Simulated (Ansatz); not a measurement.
CdS under load (space group P6_3mc), PBE with spin-orbit coupling, rigid bands (Ansatz, a program for electronic structure). Condition of this run: biaxial stress in the c plane of -1.6 GPa (compression positive) (the target of the relaxation). Band gap 1.19 eV, N_c = 1.29e18 cm⁻³ and N_v = 3.24e19 cm⁻³ at 300 K, conductivity masses along x (a = (4.20, 0.00, 0.00) Å; b = (-2.10, 3.63, 0.00) Å; c = (0.00, 0.00, 6.60) Å) of 0.145 mₑ (electrons) and 1.55 mₑ (holes). Take k_BT = 0.02585 eV.

Problem. Find the intrinsic carrier density and the intrinsic Fermi level.

Solution. n_i = √(N_c N_v) exp(−E_g/2k_BT) = 6.46e18 × exp(−23.02) = 6.5e8 cm⁻³. The level lies (k_BT/2) ln(N_v/N_c) = 42 meV from mid-gap (positive towards the conduction band). Each 0.1 eV added to the gap lowers n_i by a factor of 6.9.

Problem. What thermal injection velocity √(2k_BT/πm) limits a ballistic channel along the direction named?

Solution. 1.41e7 cm/s for electrons and 4.32e6 cm/s for holes, a ratio of √(m_h/m_e) = 3.27, for dilute carriers.

Rigid bands with the computed gap; masses take one relaxation time for all states. Geometry: cell and atoms relaxed with PBEsol.
